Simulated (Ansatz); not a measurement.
## Al: response to strain

The reference is Al in the fcc (Cu type) structure (space group Fm-3m, No. 225; relaxed with 0.1 eV smearing).

```xyz
1
Lattice="0.0000 1.9919 1.9919 1.9919 0.0000 1.9919 1.9919 1.9919 0.0000" Properties=species:S:1:pos:R:3 pbc="T T T"
Al     0.0000     0.0000     0.0000
```

Cartesian axes are those of the cell as printed.

Strains are applied to the cell and any free atomic positions relax.

Computed with LDA (Ansatz, a program for electronic structure), spin-orbit coupling left out.

Notes on the quantities. pressure: mean of the normal stresses, compression positive; energy relative to the base: free energy F.

```
change                       pressure  energy relative to the base  shortest interatomic distance
---------------------------  --------  ---------------------------  -----------------------------
base                          0.0 GPa                   0 meV/atom                        2.817 Å
tensor shear ε_xy = +0.29 %   0.0 GPa                +0.1 meV/atom                        2.809 Å
tensor shear ε_xy = +1.14 %   0.1 GPa                +0.8 meV/atom                        2.785 Å
tensor shear ε_xy = +2.00 %       [?]                          [?]                            [?]
tensor shear ε_xy = +1.71 %   0.1 GPa                +1.9 meV/atom                        2.769 Å
tensor shear ε_xy = +1.43 %   0.1 GPa                +1.3 meV/atom                        2.777 Å
tensor shear ε_xy = +0.57 %   0.0 GPa                +0.2 meV/atom                        2.801 Å
tensor shear ε_xy = +0.86 %   0.0 GPa                +0.4 meV/atom                        2.793 Å
```

### Question
What belongs in the blanks?

### Answer

- tensor shear ε_xy = +2.00 %, pressure: 0.2 GPa
- tensor shear ε_xy = +2.00 %, energy relative to the base: +2.6 meV/atom
- tensor shear ε_xy = +2.00 %, shortest interatomic distance: 2.761 Å

Whether these cells are dynamically stable was not tested.
